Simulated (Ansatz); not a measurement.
**HfO2 under a change: pressure 45 GPa**

The reference is HfO₂ (space group Pca2_1, No. 29; a = 5.247 Å, b = 5.030 Å, c = 5.059 Å).

Modification: a hydrostatic pressure of 45 GPa.

The values are results of r2SCAN/PAW in Ansatz (a first-principles code), no SOC, not measurements. Settings: 5×5×5 k-points, 0.05 eV Fermi–Dirac smearing.

| quantity | base | changed | shift |
|---|---|---|---|
| volume per atom | 11.13 Å³ | 9.29 Å³ | -1.84 Å³ |
| density | 10.47 g/cm³ | 12.54 g/cm³ | +2.07 g/cm³ |
| enthalpy H = E + PV relative to the base's energy | – | +2.86 eV/atom | – |
| band gap | 4.97 eV | 4.18 eV | -0.79 eV |
| gap character | – | direct at X | – |

With Hf present, leaving out spin-orbit coupling can change the band edges. Load acts through the strain it causes; cell and atoms are relaxed under it. No phonon test of stability was made. Competing high-pressure phases were not computed. Along this pressure series the structure jumps between pressure 30 GPa and pressure 45 GPa; cells beyond that are another form of it. This is not the structure that HfO2 has at room temperature and ambient pressure. k-point labels follow each cell's own Brillouin zone.
